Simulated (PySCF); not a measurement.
PySCF 2.14.0, R2SCAN/def2-svpd, df: B(CCH)2(Cl) (C#CB(Cl)C#C), 8 atoms. The geometry is a generated start, not checked to be a minimum at this level.

```
Quantity                       Value
-------------------  ---------------
task                          energy
method                        r2scan
basis                      def2-svpd
two-electron scheme  density fitting
mol.max_memory               3000 MB
mf.max_cycle                     100
mf.init_guess        minao (default)
mf.DIIS              CDIIS (default)
mf.conv_tol          1e-09 (default)
mf.grids.level           3 (default)
basis functions                  143
grid points                   109016
```

```xyz
8

B     -0.1664     0.3363    -0.6809
C      1.2732     0.0877    -0.2925
C      2.4218    -0.1227     0.0030
H      3.4263    -0.2958     0.2641
C     -1.2886    -0.0606     0.2502
C     -2.1828    -0.3656     0.9976
H     -2.9579    -0.6518     1.6486
Cl    -0.5256     1.0725    -2.1900
```

One run each on 2 threads, 1 BLAS thread. Values of diis_space tried: 3, 5, 8 (default), 12, 20.

**Question.** Predict the course of the Fock builds along this series.

**Answer.** Fewest Fock builds, within one of each other: 5 with 14, 8 (default) with 13, 12 with 13, 20 with 13. The count rises to 21 at 3. All converge to one solution.

```tsv
diis_space	Fock builds	end
3	21	same solution
5	14	same solution
8 (default)	13	same solution
12	13	same solution
20	13	same solution
```
